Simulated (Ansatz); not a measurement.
Take Ir in the fcc (Cu type) structure (space group Fm-3m, No. 225; a = 3.871 Å; relaxed with 0.1 eV smearing) as the base.

Method: PBE (Ansatz, an electronic-structure program; PAW; 420 eV plane waves; no spin-orbit coupling), earlier PAW set.

For the base:

The pressure comes out as 0.0 GPa.

Modification: the cell is scaled by 0.9899 in all directions, atoms relaxed at fixed cell.

How does this affect the energy relative to the base?

The energy grows by 15 meV/atom.

Estimate the effect on the pressure.

The pressure goes from zero to 11.4 GPa.

The cells carry an imposed strain or load. No phonon test of stability was made. All final runs are without spin polarisation.
